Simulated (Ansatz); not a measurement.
The reference is BaTiO₃ in the cubic perovskite structure (space group Pm-3m, No. 221; a = 4.019 Å).

Structures relaxed with Kohn–Sham DFT with the PBE functional, run in Ansatz (a program for electronic structure) with PAW and 420 eV plane waves, no SOC.

Base:

Simulated powder pattern, Co Kα, λ = 1.79026 Å (kinematic, ideal powder, no thermal factors, no anomalous dispersion; the 10 strongest lines at most, above 2 %, up to 2θ = 90°):

| 2θ (°) | I/Imax (%) | hkl |
|---|---|---|
| 25.74 | 19 | (100) |
| 36.72 | 100 | (110) |
| 45.38 | 25 | (111) |
| 52.90 | 34 | (200) |
| 59.74 | 9.7 | (210) |
| 66.12 | 37 | (211) |
| 78.09 | 20 | (220) |
| 83.85 | 5.6 | (221) |
| 89.54 | 18 | (310) |

After one change:

Simulated powder pattern, Co Kα, λ = 1.79026 Å (kinematic, ideal powder, no thermal factors, no anomalous dispersion; the 10 strongest lines at most, above 2 %, up to 2θ = 90°):

| 2θ (°) | I/Imax (%) |
|---|---|
| 26.38 | 19 |
| 37.65 | 100 |
| 46.56 | 25 |
| 54.31 | 33 |
| 61.36 | 9.6 |
| 67.97 | 37 |
| 80.39 | 20 |
| 86.40 | 5.7 |

Task: What was done to the base?
(A) isotropic strain −1.20 %
(B) isotropic strain −1.80 %
(C) isotropic strain −3.00 %
(D) isotropic strain −2.40 %

Result: D, isotropic strain −2.40 %. Its volume per atom is 12.07 Å³ against 12.99 Å³, and its space group is Pm-3m (No. 221).

Stability against distortions was not tested. The final runs are not spin-polarised. Many cubic perovskites are stable only at high temperature; tilts and polar distortions were not tested. This is not the structure that BaTiO3 has at room temperature and ambient pressure.
